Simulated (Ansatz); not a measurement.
The starting structures come from a database of crystals and need not be the phases stable at ambient conditions.

Inside the gap of an insulator the Bloch states are evanescent, with a wavenumber k + iκ along the transport direction.

Input:

```
CELL_PARAMETERS angstrom
      5.86164     0.00000     0.00000
     -2.93082     5.07633     0.00000
      2.93082     1.69211     4.78601
ATOMIC_POSITIONS crystal
  K  0.50000 0.75000 0.75000
  K  0.50000 0.25000 0.25000
  Li 0.00000 0.50000 0.50000
  Sc 0.00000 0.00000 0.00000
  F  0.50882 0.75441 0.24559
  F  0.49118 0.24559 0.75441
  F  0.00000 0.75441 0.24559
  F  0.00000 0.24559 0.75441
  F  0.00000 0.24559 0.24559
  F  0.00000 0.75441 0.75441
```

Space group of this cell: Fm-3m. The cell is taken as given; by r2SCAN its mean pressure is -3.4 GPa.

Transport runs along the normal of the first two printed cell vectors, the (111) plane of the conventional cell.

The gap is the functional's own. No spin-orbit coupling. Mid-gap values are interpolated on the energy grid.

### Question
Compute, with r2SCAN (Ansatz, a quantum-chemistry and plane-wave program), the band gap and the smallest decay constant κ at mid-gap.

### Answer
Gap 7.47 eV on a 8×8×8 mesh; κ = 0.596 1/Å, at the zone centre.
